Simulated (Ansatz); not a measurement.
InAgTe2 under a change: isotropic strain −0.75 %

Take InAgTe2 in the chalcopyrite structure (space group I-42d, No. 122; a = 6.354 Å, c = 12.637 Å) as the base.

It is then changed as follows: every lattice vector is shortened by 0.75 %; the atoms relax in the strained cell.

Method: Kohn–Sham DFT with the LDA functional, run in Ansatz (a program for electronic structure) with PAW and 420 eV plane waves, without spin-orbit coupling. k-mesh 7×7×7 (Γ-centred); smearing 0.05 eV (Fermi–Dirac).

| quantity | base | changed | shift |
|---|---|---|---|
| space group | I-42d (No. 122) | I-42d (No. 122) | – |
| shortest interatomic distance | 2.709 Å | 2.688 Å | -0.021 Å |
| energy relative to the base (free energy F) | 0 meV/atom | +2.6 meV/atom | +2.6 meV/atom |
| pressure (mean of the normal stresses, compression positive) | 0.0 GPa | 1.2 GPa | +1.2 GPa |
| band gap | zero | 0.09 eV | – |
| valence-band top at Γ (three highest levels, from the VBM) | – | 0.00, -0.06, -0.06 eV | – |
| valley order (the lowest conduction-band minima on the path, energy above the VBM, named in the base's zone) | Γ 0.04 eV; X (0, 0, 1/2) 0.80 eV; M (1/2, 1/2, 1/2) 1.43 eV | Γ 0.09 eV; X (0, 0, 1/2) 0.83 eV; M (1/2, 1/2, 1/2) 1.43 eV | – |

Spin-orbit coupling, missing from the scalar runs, can matter with Te. No phonon test of stability was made. All final runs are without spin polarisation. Gaps under 0.05 eV, about the width of the smearing, are given as zero. The zero or small gap of InAgTe2 can change with the level of theory.
